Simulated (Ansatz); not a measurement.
Abridged Ansatz (an electronic-structure program) output:

```
Relaxation: its limit of steps is 50 (relax.max_steps)
Pseudopotential: Lu, paw, valence charge 25
Crystal: 2 atoms, lattice volume = 54.276 Å³
Basis set: ecut = 420 eV, 1085 PW (Γ), exchange–correlation on 48×48×72 points (8 copies of the dense FFT grid, shifted against one another)
Bands: 31, of which v1, the nominal top of the filled ones, is band 25 counted from 1 (24 counted from 0)
Symmetry: 24 space group operations
k-points: 240 of 3971
Functional: x = pbesol(κ = 0.804, μ = 0.12345679012345678), c = pbesol(β = 0.046)
SCF iter   1: F=—  HF=-29223.025235 eV  |F-HF|=—  |Δ(HF+E_count)|=         —  Δρ=2.77e-3  dr2=3.79e-3  ethr=1.77e-3  ⟨swp⟩=5.2  Hψ=32237  notcnv=0
SCF iter   2: F=—  HF=-29223.017581 eV  |F-HF|=—  |Δ(HF+E_count)|=   7.65e-3  Δρ=2.02e-3  dr2=2.33e-3  ethr=7.58e-6  ⟨swp⟩=3.2  Hψ=19604  notcnv=0
SCF 1 converged in 10 iterations: F = -29223.016189 eV  dr2 = 4.39e-12
relax step   1: F+E_penalty+E_count = -29223.01618926 eV  Δ(F+E_penalty+E_count) = +0.000e0 eV  max|allowed force component| = 2.313e-17 eV/Å  Δτ_max = 0.0000 Å  (10 SCF iters, accepted)
SCF converged after 10 iterations
Free energy (F): -29223.016189 eV
Internal energy: -29222.918142 eV  (E = F + TS)
E sigma→0 (E₀):  -29222.967166 eV
Entropy (-TS):   -0.098047 eV (-49.024 meV/atom)
Fermi energy:    14.682257 eV
--- Forces (eV/Å), atoms counted from 1 ---
  atom   1  Lu     0.00000000     0.00000000     0.00000000
  atom   2  Lu    -0.00000000    -0.00000000     0.00000000
--- Stress (GPa, compression-positive) ---
        0.368689      -0.000000       0.000000
       -0.000000       0.368689       0.000000
        0.000000       0.000000       1.554228
  P = ⅓ Tr σ = 0.7639 GPa (7.639 kbar)
--- Relaxed structure (1 steps of the walk, 1 accepted, 0 SCFs on fresh bases) ---
  atoms:
    - { symbol: Lu, position: [0.6666666666666666, 0.3333333333333333, 0.75] }
    - { symbol: Lu, position: [0.3333333333333333, 0.6666666666666666, 0.25] }
```

Problem. What was computed, and what are the main results?

Solution. Lu, 2 atoms in the cell, with Kohn–Sham DFT with the PBEsol functional, run in Ansatz with PAW and 420 eV plane waves, without spin-orbit coupling. The last SCF converged to F = -29223.016189 eV, or -14611.5081 eV per atom, at a pressure of 0.76 GPa. The total energy compares only with runs of the same code, potentials and settings.

The cells carry an imposed strain or load. No phonon test of stability was made. The cell was made from Lu in the hcp (Mg type) structure (space group P6_3/mmc, No. 194) by this change: uniaxial strain ε_zz = −1.50 %.

Keys are those of Ansatz 0.2.
